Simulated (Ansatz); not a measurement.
# TiRh3, response to strain

Consider TiRh₃ in the Cu3Au type structure (space group Pm-3m, No. 221; a = 3.801 Å; relaxed with 0.1 eV smearing). Axes: x, y, z lie along the cube axes.

Strains are applied to the cell and any free atomic positions relax; under biaxial strain the out-of-plane vector relaxes too.

The values are results of PBEsol (Ansatz, a first-principles code, PAW, without spin-orbit coupling), not measurements.

Notes on the quantities. pressure: mean of the normal stresses, compression positive; energy relative to the base: free energy F.

| case | volume per atom | pressure | energy relative to the base | space group |
|---|---|---|---|---|
| base | 13.73 Å³ | 0.0 GPa | 0 meV/atom | Pm-3m (No. 221) |
| biaxial strain −3.48 %, plane normal [001], relaxed out of plane | 13.26 Å³ | 10.4 GPa | +44 meV/atom | P4/mmm (No. 123) |
| biaxial strain +1.58 %, plane normal [001], relaxed out of plane | 13.94 Å³ | -3.7 GPa | +7.6 meV/atom | P4/mmm (No. 123) |
| biaxial strain +2.44 %, plane normal [111], relaxed out of plane | 14.22 Å³ | -8.0 GPa | +27 meV/atom | R-3m (No. 166) |
| isotropic strain +0.67 % | 14.00 Å³ | -4.9 GPa | +4.4 meV/atom | Pm-3m (No. 221) |
| isotropic strain +4.35 % | 15.60 Å³ | -24.2 GPa | +160 meV/atom | Pm-3m (No. 221) |
| uniaxial strain ε_xx = +5.18 % | 14.44 Å³ | -11.3 GPa | +40 meV/atom | P4/mmm (No. 123) |

Whether these cells are dynamically stable was not tested. The final runs are not spin-polarised.
